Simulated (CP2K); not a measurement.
Band structure of AlInCu2S4 (I-4, 8 atoms in the cell).

```
CELL_PARAMETERS angstrom
      6.66097     0.00000     0.00000
      2.16174     6.30042     0.00000
     -4.41135    -3.15021     3.87099
ATOMIC_POSITIONS crystal
  Al 0.75000 0.25000 0.50000
  In 0.50000 0.50000 0.00000
  Cu 0.25000 0.75000 0.50000
  Cu 0.00000 0.00000 0.00000
  S  0.09857 0.10932 0.47431
  S  0.89068 0.36499 0.98925
  S  0.63501 0.62426 0.52569
  S  0.37574 0.90143 0.01075
```

Method: LDA (Pade form), GPW, DZVP-MOLOPT-SR-GTH basis, GTH-PADE potentials (GTH_POTENTIALS) (CP2K).

Settings: CUTOFF = 600 Ry; REL_CUTOFF = 60 Ry; SMEAR/METHOD = FERMI_DIRAC; ELECTRONIC_TEMPERATURE = 580.23 K; KPOINTS/SCHEME = MONKHORST-PACK 5 5 5; XC_FUNCTIONAL = PADE; Al/BASIS_SET = DZVP-MOLOPT-SR-GTH-q3; Al/POTENTIAL = GTH-PADE-q3; In/BASIS_SET = DZVP-MOLOPT-SR-GTH-q13; In/POTENTIAL = GTH-PADE-q13; Cu/BASIS_SET = DZVP-MOLOPT-SR-GTH-q11; Cu/POTENTIAL = GTH-PADE-q11; S/BASIS_SET = DZVP-MOLOPT-SR-GTH-q6; S/POTENTIAL = GTH-PADE-q6.

The starting cell comes from a database of computed structures (which also holds hypothetical and non-ambient phases and stackings), without a prior relaxation at this level. Values carry the incompleteness of an atom-centred basis.

Task: Predict the gap along the standard path and the places of the band edges.

Result: The gap along the path is 0.55 eV, direct at Γ to within 0.01 eV.

Levels in eV from the top of the valence band on the SCF mesh, bands 28 to 32:
```
point     28     29     30     31    32
-----  -----  -----  -----  -----  ----
Γ      -1.24  -0.05  -0.05   0.00  0.55
X      -0.65  -0.48  -0.34  -0.23  1.33
Y      -0.67  -0.58  -0.48  -0.38  1.55
S      -1.07  -0.84  -0.62  -0.27  2.12
Z      -0.92  -0.86  -0.66  -0.66  1.89
S1     -1.07  -0.84  -0.62  -0.27  2.12
N      -0.95  -0.91  -0.81  -0.26  2.16
P      -0.64  -0.61  -0.48  -0.28  1.63
Y1     -0.67  -0.58  -0.48  -0.38  1.55
```

Higher empty bands are left out: an atom-centred basis made for the valence describes them poorly.
